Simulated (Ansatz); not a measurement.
Worked example: relaxation of cell and atoms of MgPd₅ (R32, 6 atoms in the cell) in Ansatz (a first-principles code).

Method of the run: PBEsol, default PAW files made with PBE (plane waves; Ansatz).

The change in words: atoms on their sites; relax: default → cell and atoms. Reference geometry:
```yaml
crystal:
  lattice:
    - [2.41505, 1.39433, 4.57238]
    - [-2.41505, 1.39433, 4.57238]
    - [0.00000, -2.78865, 4.57238]
  atoms:
    - { symbol: Mg, position: [0.00364, 0.00364, 0.00364] }
    - { symbol: Pd, position: [0.50000, 0.83166, 0.16834] }
    - { symbol: Pd, position: [0.16834, 0.50000, 0.83166] }
    - { symbol: Pd, position: [0.83166, 0.16834, 0.50000] }
    - { symbol: Pd, position: [0.33173, 0.33173, 0.33173] }
    - { symbol: Pd, position: [0.66827, 0.66827, 0.66827] }
```

Reference input (self-consistent single point, DFT, PBEsol, plane waves, default PAW files made with PBE): basis.ecutwfc = 420 eV; kpoints.mp_grid.grid = 5 5 5; hamiltonian.xc = pbesol; hamiltonian.pseudopotentials = {kind: paw} (the program's default PAW files); scf.occupations.method = gaussian; scf.occupations.width = 0.1 eV. This run's input differs from it in these lines:

```diff
@@ -7,3 +7,3 @@
   atoms:
-    - { symbol: Mg, position: [0.00364500, 0.00364500, 0.00364500] }
+    - { symbol: Mg, position: [0.00000000, 0.00000000, 0.00000000] }
     - { symbol: Pd, position: [0.50000000, 0.83165500, 0.16834500] }
@@ -22,2 +22,4 @@
   occupations: { method: gaussian, width: 0.1 }
+relax:
+  cell: {}
 output:
```

Output, abridged:

```
   [... SCF lines of the steps left out ...]
relax step   1: F+E_penalty+E_count = -36447.08836807 eV  Δ(F+E_penalty+E_count) = +0.000e0 eV  max|allowed force component| = 6.356e-2 eV/Å  Δτ_max = 0.0000 Å  P = -5.963 GPa  Ω = 92.381 Å³  (7 SCF iters, dr2 threshold 1.00e-7 eV, accepted)
relax step   2: F+E_penalty+E_count = -36447.10792946 eV  Δ(F+E_penalty+E_count) = -1.956e-2 eV  max|allowed force component| = 7.514e-2 eV/Å  Δτ_max = 0.0072 Å  P = +6.006 GPa  Ω = 85.932 Å³  energy of the carried Pulay correction = +1.482e-3 eV  [...]
   [... lines left out ...]
relax step   5: F+E_penalty+E_count = -36447.15961779 eV  Δ(F+E_penalty+E_count) = -1.281e-4 eV  max|allowed force component| = 5.793e-4 eV/Å  Δτ_max = 0.0040 Å  P = +0.002 GPa  Ω = 88.804 Å³  energy of the carried Pulay correction = +8.090e-4 eV  [...]
relax step   6: F+E_penalty+E_count = -36447.15858275 eV  Δ(F+E_penalty+E_count) = +1.035e-3 eV  max|allowed force component| = 6.042e-4 eV/Å  Δτ_max = 0.0000 Å  P = +0.020 GPa  Ω = 88.804 Å³  stress off target by 2.38e-2 GPa  SCF on the basis [...]
basis re-selected at this cell: Δ(F+E_penalty+E_count) = +1.035e-3 eV, ΔP = +0.019 GPa vs the last step
the relaxation is at rest under the 6 symmetry operations that the run kept from its start: a minimum is not shown …
Free energy (F): -36447.158583 eV
Internal energy: -36447.114580 eV  (E = F + TS)
E sigma→0 (E₀):  -36447.136581 eV
Entropy (-TS):   -0.044003 eV (-7.334 meV/atom)
Fermi energy:    17.717226 eV
--- Forces (eV/Å), atoms counted from 1 ---
  atom   1  Mg    -0.00000000     0.00000000    -0.00000000
   [... lines left out ...]
  cell:  # Å, volume = 88.8040 Å³
   [... lines left out ...]
    - { symbol: Pd, position: [0.16924907146354717, 0.49999999999999994, 0.8307509285364527] }
    - { symbol: Pd, position: [0.8307509285364527, 0.16924907146354717, 0.5] }
    - { symbol: Pd, position: [0.33149262174274413, 0.33149262174274413, 0.33149262174274413] }
    - { symbol: Pd, position: [0.6685073782572557, 0.6685073782572557, 0.6685073782572557] }
```

The run converged.  The full log also holds: “iter 5 did not close the SCF: its close was put off for the readings that it lacked (scf_convergence_deferred on its scf_iter line)”. The full log also holds: “iter 5 did not close the SCF: its close was put off for the readings that it lacked (scf_convergence_deferred on its scf_iter line)”.

Summary of the result:
* **Free energy E − TS (on the zero of these files)**: -36447.1586 eV
* **Fermi level (on the code's own zero)**: 17.72 eV
* **Pressure**: 0.02 GPa
* **Final cell**: a = b = c = 5.276 Å, α = β = γ = 53.79°
* **Final volume per atom**: 14.80 Å³
* **Relaxation steps**: 6

The starting cell comes from a database of computed structures (which also holds hypothetical and non-ambient phases and stackings), without a prior relaxation at this level. Its lattice was rescaled by up to half a per cent. Spin polarisation is off. The relaxation keeps the symmetry of its start, so its end need not be a minimum. Ansatz's pressure includes its estimate of the finite-basis (Pulay) stress.

Cost on one core of a shared machine: roughly 50 s.

Keys are those of Ansatz 0.2.
